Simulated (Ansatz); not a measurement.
**Pressure series in TaO2F**

The parent structure is TaO₂F (space group P4_2/mmc, No. 131; a cell from a computed database, its experimental status unchecked).

```yaml
crystal:
  lattice:
    - [3.94270, 0.00000, 0.00000]
    - [0.00000, 3.94270, 0.00000]
    - [0.00000, 0.00000, 7.70941]
  atoms:
    - { symbol: Ta, position: [0.00000, 0.00000, 0.00000] }
    - { symbol: Ta, position: [0.00000, 0.00000, 0.50000] }
    - { symbol: O, position: [0.00000, 0.00000, 0.25000] }
    - { symbol: O, position: [0.00000, 0.00000, 0.75000] }
    - { symbol: O, position: [0.50000, 0.00000, 0.00000] }
    - { symbol: O, position: [0.00000, 0.50000, 0.50000] }
    - { symbol: F, position: [0.00000, 0.50000, 0.00000] }
    - { symbol: F, position: [0.50000, 0.00000, 0.50000] }
```

Cell and atoms are relaxed at each pressure.

All numbers come from PBEsol (Ansatz, a quantum-chemistry and plane-wave program, PAW, no SOC).

| case | band gap | volume per atom | c/a ratio |
|---|---|---|---|
| base | 2.11 eV | 14.98 Å³ | 1.955 |
| pressure −1 GPa | 2.09 eV | 15.06 Å³ | 1.955 |
| pressure 0.7 GPa | 2.12 eV | 14.93 Å³ | 1.956 |
| pressure 1.5 GPa | 2.13 eV | 14.87 Å³ | 1.957 |
| pressure 3 GPa | 2.15 eV | 14.76 Å³ | 1.958 |
| pressure 5 GPa | 2.17 eV | 14.62 Å³ | 1.959 |
| pressure 7.5 GPa | 2.20 eV | 14.45 Å³ | 1.961 |
| pressure 10 GPa | 2.23 eV | 14.29 Å³ | 1.963 |

Spin-orbit coupling, missing from the scalar runs, can matter with Ta. Load acts through the strain it causes; cell and atoms are relaxed under it. Stability against distortions was not tested. Competing high-pressure phases were not computed.
